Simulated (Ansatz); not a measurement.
Consider this model of amorphous Si24O48Mo.

```yaml
crystal:
  lattice:
    - [10.40628, -0.18340, -0.11110]
    - [-0.17586, 10.24331, 0.31628]
    - [-0.11137, 0.32310, 10.37670]
  atoms:
    - { symbol: Si, position: [0.69503, 0.62893, 0.86514] }
    - { symbol: Si, position: [0.62051, 0.04167, 0.35576] }
    - { symbol: Si, position: [0.33048, 0.76974, 0.50639] }
    - { symbol: Si, position: [0.19609, 0.52803, 0.42105] }
    - { symbol: Si, position: [0.93616, 0.00491, 0.77983] }
    - { symbol: Si, position: [0.29107, 0.31356, 0.93397] }
    - { symbol: Si, position: [0.99665, 0.69758, 0.27030] }
    - { symbol: Si, position: [0.55051, 0.40457, 0.01791] }
    - { symbol: Si, position: [0.28928, 0.27679, 0.52185] }
    - { symbol: Si, position: [0.10738, 0.97351, 0.21815] }
    - { symbol: Si, position: [0.51785, 0.15142, 0.88817] }
    - { symbol: Si, position: [0.85909, 0.06922, 0.18970] }
    - { symbol: Si, position: [0.14815, 0.40712, 0.69600] }
    - { symbol: Si, position: [0.04356, 0.14841, 0.99851] }
    - { symbol: Si, position: [0.05830, 0.79792, 0.63142] }
    - { symbol: Si, position: [0.60549, 0.67993, 0.59761] }
    - { symbol: Si, position: [0.34486, 0.04897, 0.36220] }
    - { symbol: Si, position: [0.85218, 0.65900, 0.44832] }
    - { symbol: Si, position: [0.56821, 0.38008, 0.54936] }
    - { symbol: Si, position: [0.54761, 0.78245, 0.22411] }
    - { symbol: Si, position: [0.67899, 0.12543, 0.64193] }
    - { symbol: Si, position: [0.85653, 0.82056, 0.02920] }
    - { symbol: Si, position: [0.64007, 0.49855, 0.29091] }
    - { symbol: Si, position: [0.92945, 0.55219, 0.72237] }
    - { symbol: O, position: [0.15911, 0.25991, 0.00614] }
    - { symbol: O, position: [0.41437, 0.79622, 0.12903] }
    - { symbol: O, position: [0.98208, 0.03497, 0.28551] }
    - { symbol: O, position: [0.30571, 0.64583, 0.41663] }
    - { symbol: O, position: [0.36605, 0.18827, 0.88110] }
    - { symbol: O, position: [0.59924, 0.27653, 0.94593] }
    - { symbol: O, position: [0.48445, 0.10884, 0.31315] }
    - { symbol: O, position: [0.25419, 0.41915, 0.81492] }
    - { symbol: O, position: [0.91351, 0.18006, 0.07987] }
    - { symbol: O, position: [0.23954, 0.05603, 0.24592] }
    - { symbol: O, position: [0.56759, 0.39409, 0.39261] }
    - { symbol: O, position: [0.71744, 0.73880, 0.98090] }
    - { symbol: O, position: [0.02324, 0.68181, 0.74373] }
    - { symbol: O, position: [0.60230, 0.88796, 0.32242] }
    - { symbol: O, position: [0.10877, 0.81973, 0.26238] }
    - { symbol: O, position: [0.42700, 0.31771, 0.58991] }
    - { symbol: O, position: [0.78046, 0.53967, 0.34458] }
    - { symbol: O, position: [0.56716, 0.10336, 0.75127] }
    - { symbol: O, position: [0.00690, 0.41766, 0.75713] }
    - { symbol: O, position: [0.68226, 0.28321, 0.60462] }
    - { symbol: O, position: [0.89791, 0.88771, 0.89010] }
    - { symbol: O, position: [0.46720, 0.74815, 0.58200] }
    - { symbol: O, position: [0.21291, 0.79572, 0.60095] }
    - { symbol: O, position: [0.29440, 0.12952, 0.47823] }
    - { symbol: O, position: [0.96247, 0.77755, 0.50982] }
    - { symbol: O, position: [0.65206, 0.72366, 0.74264] }
    - { symbol: O, position: [0.62925, 0.42837, 0.15181] }
    - { symbol: O, position: [0.54092, 0.02429, 0.98988] }
    - { symbol: O, position: [0.87265, 0.54816, 0.57593] }
    - { symbol: O, position: [0.71341, 0.72562, 0.49297] }
    - { symbol: O, position: [0.08791, 0.00416, 0.06132] }
    - { symbol: O, position: [0.03544, 0.94221, 0.68560] }
    - { symbol: O, position: [0.82072, 0.54980, 0.83673] }
    - { symbol: O, position: [0.73831, 0.11263, 0.27242] }
    - { symbol: O, position: [0.58556, 0.52067, 0.61222] }
    - { symbol: O, position: [0.81033, 0.93462, 0.11910] }
    - { symbol: O, position: [0.93996, 0.71242, 0.11219] }
    - { symbol: O, position: [0.00631, 0.12791, 0.84864] }
    - { symbol: O, position: [0.81039, 0.06442, 0.70329] }
    - { symbol: O, position: [0.08636, 0.56567, 0.31085] }
    - { symbol: O, position: [0.25341, 0.38330, 0.40127] }
    - { symbol: O, position: [0.55373, 0.63152, 0.27640] }
    - { symbol: O, position: [0.64408, 0.04930, 0.51094] }
    - { symbol: O, position: [0.39348, 0.38617, 0.03205] }
    - { symbol: O, position: [0.35621, 0.89751, 0.40988] }
    - { symbol: O, position: [0.15611, 0.51985, 0.57579] }
    - { symbol: O, position: [0.57744, 0.53641, 0.92168] }
    - { symbol: O, position: [0.17622, 0.27101, 0.62948] }
    - { symbol: Mo, position: [0.54302, 0.84235, 0.00364] }
```

Methods: PBE, scalar-relativistic without spin-orbit coupling (Ansatz, an electronic-structure program); r2SCAN, scalar-relativistic without spin-orbit coupling (Ansatz); HSE06, scalar-relativistic without spin-orbit coupling (Ansatz). Neutral PBE cell, which sets geometry, pressure and energy: sampling: a 2×2×2 Γ-centred mesh; Fermi-Dirac width 0.01 eV; collinear spin, started from moments on atoms. The usual formal charges leave 6 electrons over, so the level spacing at the Fermi energy parts defect or band states and needn't be the band gap. In the spin-polarised cell the level spacing at the Fermi energy can part levels of unlike spin. Exact exchange is cut at the faces of this 10 Å cell, which leaves hybrid gaps a finite-size error.

Preparation: random packing, a CHGNet melt and quench, and a DFT relaxation. O atoms were pushed apart under 1.9 Å during the dynamics, to hinder bonds among them. The hot cell started wider than the set density and was brought back towards it in steps. It is the lowest in DFT energy of 2 quenches. It is a model cell: composition and starting density were chosen by hand, and all elements were melted together. No dispersion term was used. Its density started from a set value of 2.31 and ended at 2.31 g/cm³. The quench (nominally 480 K/ps over its main leg) was far faster than any real one, so the model tends to hold more defects than a real film. A cell of this size samples the disorder only roughly. The volume was held where the preparation left it and the shape relaxed. Cycles of charging lowered its energy after that relaxation.

**Question.** Give the pressure and the spacing of the highest filled and lowest empty levels.

**Answer.** 
```yaml
Pressure on a 2×2×2 Γ-centred mesh: 0.17 GPa
Largest force and stress component on that mesh (the relaxation ran on the zone centre alone): 0.06 eV/Å and 0.2 GPa
Level spacing at the Fermi energy on a 2×2×2 Γ-centred mesh (PBE): 1.57 eV
Level spacing at the Fermi energy at the zone centre (PBE): 1.58 eV
Level spacing at the Fermi energy at the zone centre (r2SCAN): 2.10 eV
Level spacing at the Fermi energy at the zone centre (HSE06): 3.26 eV
Distance between the nearest levels spread over more than a fifth of the atoms or a third of the atoms of their main element (six at least) (PBE, zone centre): 5.28 eV
net_moment: 2.00 μB
```

**Question.** At PBE and the zone centre, how localised are the states just below and above the Fermi level (participation number: the atoms over which a state spreads)?

**Answer.** The highest filled state is spread over 1.9 atoms' worth, largest on Mo73, with weights by element (charge in smoothed Voronoi cells) Mo 0.71, O 0.25, Si 0.03. The lowest empty state is spread over 1.9 atoms' worth, largest on Mo73, with weights by element (charge in smoothed Voronoi cells) Mo 0.71, O 0.24, Si 0.05.

At PBE the levels at both edges of the gap are localised (band-tail or defect states), and the nearest spread-out levels lie 5.3 eV apart at the zone centre.

Cut-offs for bonds: Si-Si 2.60 Å, Si-O 1.96 Å, Si-Mo 2.74 Å, O-O 1.58 Å, O-Mo 2.42 Å, Mo-Mo 3.04 Å. Two cations that share two anions don't count as bonded, nor two that share one unless they lie closer than Si-Si 2.38 Å, Si-Mo 2.66 Å, Mo-Mo 2.95 Å.

Added carriers, by PBE, scalar-relativistic without spin-orbit coupling in Ansatz on the zone centre alone. Charged cells keep the cell fixed and stand in a uniform background, with no image correction, at a width of 0.01 eV; where the count is odd the moment is locked at 1 μB, unless the neutral cell bore moments. Each starts from the undistorted neutral geometry alone. PBE's self-interaction favours spread-out carriers, so it can miss traps that a hybrid finds.

**Question.** What happens at PBE when the cell takes an extra electron and the atoms relax?

**Answer.** Relaxation lowers the charged cell by 0.51 eV. The largest moves are O66 0.19 Å, O26 0.16 Å, O38 0.12 Å, O50 0.11 Å. The neutral cell had unpaired spins already, so no single level is told as the carrier's. No bond crosses its cut-off with a change of over 0.15 Å (metal-metal contacts aside). Made neutral again at that geometry, the cell lies +0.54 eV from the neutral start.

**Question.** What happens at PBE when the cell takes a hole and the atoms relax?

**Answer.** Relaxation lowers the charged cell by 1.42 eV. The largest moves are Si18 0.57 Å, O47 0.50 Å, O56 0.50 Å, O49 0.49 Å. The neutral cell had unpaired spins already, so no single level is told as the carrier's. Bonds broken: Si7-Si18. Made neutral again at that geometry, the cell lies +1.27 eV from the neutral start.

Ahead of the cycles of charging, a PBE run started with 1 μB on atoms that lack a bond or may hold spare charge kept moments and lay lower, so the cell was relaxed again with them.
